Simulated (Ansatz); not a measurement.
The starting structures come from a database of crystals and need not be the phases stable at ambient conditions.

 Where the default PAW files enter, the runs use the earlier of Ansatz's two default sets.

Tunnelling through a barrier is set by its complex band structure: the current falls as exp(−2κd) with the smallest κ.

Given:

```xyz
18
Lattice="5.7819 0.0000 0.0000 1.4374 6.1568 0.0000 0.0000 0.0000 5.1646" Properties=species:S:1:pos:R:3 pbc="T T T"
K      5.2456     1.5737     3.8734
K      1.9737     4.5831     1.2911
Li     2.2583     1.0916     0.0248
Li     4.9610     5.0652     5.1398
Li     4.9610     5.0652     2.6071
Li     2.2583     1.0916     2.5575
H      2.6034     5.4574     3.8734
H      4.6159     0.6994     1.2911
H      1.0620     4.0783     3.8734
H      6.1573     2.0785     1.2911
H      2.9612     3.2902     3.8734
H      4.2581     2.8666     1.2911
O      3.5561     5.7018     3.8734
O      3.6632     0.4550     1.2911
O      6.4628     4.9796     3.8734
O      0.7565     1.1772     1.2911
O      2.4240     2.4849     3.8734
O      4.7953     3.6719     1.2911
```

Space group of this cell: P2_1/m. The cell is taken as given; by r2SCAN its mean pressure is -3.0 GPa.

Transport runs along the normal of the first two printed cell vectors.

The gap is the functional's own. No spin-orbit coupling. Mid-gap values are interpolated on the energy grid.

Q: Give the band gap and the smallest decay constant κ at mid-gap that r2SCAN (Ansatz, an electronic-structure program) yields.

A: Gap 4.92 eV on a 6×6×6 mesh; κ = 0.448 1/Å, at the zone centre.
